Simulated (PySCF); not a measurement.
PySCF 2.14.0, unrestricted PBE0/def2-tzvp, df: phosphorus nitride cation (N#P), charge +1, multiplicity 2, 2 atoms. The geometry is a generated start, not checked to be a minimum at this level.

| Item | Result |
|---|---|
| task | energy |
| method | pbe0 |
| basis | def2-tzvp |
| two-electron scheme | density fitting |
| mol.max_memory | 3000 MB |
| mf.max_cycle | 100 |
| mf.conv_tol | 1e-09 (default) |
| mf.grids.level | 3 (default) |
| basis functions | 68 |
| grid points | 33088 |

```xyz
2

N      0.7290    -0.0171     0.0089
P     -0.7290     0.0171    -0.0089
```

Charge 1 and multiplicity 2 are set for this test and not shown to be the ground state.

With the defaults (mf.DIIS = CDIIS, mf.diis = true, mf.level_shift = 0, mf.diis_space = 8, mf.damp = 0, mf.diis_start_cycle = 1, mf.init_guess = minao) it converges in 15 Fock builds. One run each on 2 threads, 1 BLAS thread, with these changes:
- mf.DIIS = ADIIS
- mf.diis = false
- mf.level_shift = 0.1 Hartree
- mf.diis_space = 5
- mf.DIIS = EDIIS
- mf.diis = false, mf.damp = 0.7, mf.diis_start_cycle = 999
- mf.level_shift = 0.3 Hartree
- mf.diis_space = 12
- mf.init_guess = sap

**Question.** Which runs fail or end elsewhere than the default run?

**Answer.** No convergence: mf.DIIS = EDIIS; mf.diis = false (the run ends without SCF convergence in 100 cycles). The rest reach the solution of the defaults.

```csv
setting,Fock builds,end
mf.diis_space = 12,14,same solution
the defaults,15,same solution
mf.diis_space = 5,15,same solution
mf.init_guess = sap,17,same solution
mf.level_shift = 0.1 Hartree,17,same solution
mf.level_shift = 0.3 Hartree,21,same solution
mf.DIIS = ADIIS,40,same solution
"mf.diis = false, mf.damp = 0.7, mf.diis_start_cycle = 999",87,same solution
mf.DIIS = EDIIS,101,no convergence
mf.diis = false,101,no convergence
```
